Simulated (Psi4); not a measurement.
Psi4 1.11, B3LYP/def2-svp: Zn(Et)(OH) (C[CH2][Zn][OH]), 10 atoms. The geometry is a generated start, not checked to be a minimum at this level.

```yaml
task: energy
method: b3lyp
basis: def2-svp
memory: 3 GB
maxiter: 100
keys_of_the_molecule_block: symmetry c1
scf_type: df (default)
guess: auto, which took SAD (default)
scf_initial_accelerator: adiis (default)
e_convergence: 1e-06 (default)
d_convergence: 1e-06 (default)
dft_radial_points: 75 (default)
dft_spherical_points: 302 (default)
basis_functions: 103
grid_points: 216356
```

```xyz
10

Zn     1.0461     0.6467     0.8967
C      0.3554    -0.6655    -0.4662
C     -0.9987    -0.2797    -1.0492
H      0.2617    -1.6218     0.0485
H      1.0632    -0.8088    -1.2785
H     -0.9467     0.6588    -1.5970
H     -1.7579    -0.1883    -0.2723
H     -1.3299    -1.0546    -1.7457
O      0.9046     1.3324     2.4868
H      1.4022     1.9808     2.9769
```

Charge 0 and multiplicity 1 are set for this test and not shown to be the ground state.

One run each on 2 threads. Values of diis_max_vecs tried: 3, 6, 10 (default), 20.

### Question
Predict the course of the SCF iterations along this series.

### Answer
Fewest SCF iterations, within one of each other: 6 with 12, 10 (default) with 11, 20 with 11. The count rises to 18 at 3. All converge to one solution.

```csv
diis_max_vecs,SCF iterations,end
3,18,same solution
6,12,same solution
10 (default),11,same solution
20,11,same solution
```
